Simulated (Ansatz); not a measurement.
Ansatz (an electronic-structure program) run on In (I4/mmm, 1 atom in the cell): self-consistent single point.

Level of theory: PBE, harder PAW files (source: ansatz) (plane waves; Ansatz).

```yaml
crystal:
  lattice:
    - [-1.63837, 1.63837, 2.50611]
    - [1.63837, -1.63837, 2.50611]
    - [1.63837, 1.63837, -2.50611]
  atoms:
    - { symbol: In, position: [0.00000, 0.00000, 0.00000] }
```

Reference input (self-consistent single point, DFT, PBE, plane waves, harder PAW files (source: ansatz)): basis.ecutwfc = 710 eV; kpoints.mp_grid.grid = 14 14 14; hamiltonian.xc = pbe; hamiltonian.pseudopotentials = {kind: paw, source: ansatz}; scf.occupations.method = methfessel_paxton; scf.occupations.width = 0.272 eV. This run's input differs from it in these lines:

Ansatz 0.2 input:
```diff
@@ -16,3 +16,3 @@
 scf:
-  occupations: { method: methfessel_paxton, width: 0.272 }
+  occupations: { method: methfessel_paxton, width: 0.8 }
 output:
```

Log, with long lists cut:

```
SCF iter   1: F=—  HF=-8967.244705 eV  |F-HF|=—  |Δ(HF+E_count)|=         —  Δρ=1.70e-2  dr2=9.45e-2  ethr=3.10e-3  ⟨swp⟩=4.1  Hψ=16623  notcnv=0
all-band conjugate gradients solve this SCF's bands
preconditioner: auto → Kerker (q_TF=auto, 2.618 Å⁻¹)
SCF iter   2: F=—  HF=-8967.222560 eV  |F-HF|=—  |Δ(HF+E_count)|=   2.21e-2  S|Δr|=    0.00e0  Δρ=9.03e-3  dr2=3.09e-2  ethr=4.50e-4  ⟨swp⟩=1.0  Hψ=5856  notcnv=0
   [... lines left out ...]
SCF iter   5: F=—  HF=-8967.214695 eV  |F-HF|=—  |Δ(HF+E_count)|=   1.91e-5  S|Δr|=    0.00e0  Δρ=2.40e-4  dr2=8.65e-6  ethr=1.03e-6  ⟨swp⟩=2.1  Hψ=5290  notcnv=0
SCF iter   6: F=—  HF=-8967.214697 eV  |F-HF|=—  |Δ(HF+E_count)|=   1.95e-6  S|Δr|=    0.00e0  Δρ=4.71e-5  dr2=4.54e-7  ethr=4.12e-8  ⟨swp⟩=3.0  Hψ=6295  notcnv=0
SCF iter   7: F=-8967.214697 eV  HF=-8967.214697 eV  |F-HF|=5.66e-9  |Δ(HF+E_count)|=   1.82e-7  S|Δr|=    0.00e0  Δρ=1.18e-5  dr2=3.19e-8  ethr=4.76e-10  ⟨swp⟩=6.6  Hψ=16766  notcnv=0
SCF 1 converged in 7 iterations: F = -8967.214697 eV  dr2 = 3.19e-8
Stability not checked (fill_not_monotonic)
Free energy (F): -8967.214697 eV
Internal energy: -8967.216703 eV  (E = F + TS)
E sigma→0 (E₀):  -8967.215198 eV
Entropy (-TS):   0.002006 eV (2.006 meV/atom)
Fermi energy:    11.761536 eV
--- Forces (eV/Å), atoms counted from 1 ---
  atom   1  In     0.00000000     0.00000000    -0.00000000
--- Stress (GPa, compression-positive) ---
        0.844515       0.000000       0.000000
        0.000000       0.844515       0.000000
        0.000000       0.000000       0.673383
  P = ⅓ Tr σ = 0.7875 GPa (7.875 kbar)
  The stress holds the Pulay correction. Without it, at fixed plane waves, as pw.x and ABINIT print it: P = 0.7839 GPa
```

The run converged in 7 iterations. Against the reference run the free energy rises by 3.3 meV/atom and the pressure moves little (0.72 to 0.79 GPa).

The starting cell comes from a database of computed structures (which also holds hypothetical and non-ambient phases and stackings), without a prior relaxation at this level. Its lattice was rescaled by a random factor within 2.5 % of one. Ansatz's pressure includes its estimate of the finite-basis (Pulay) stress.
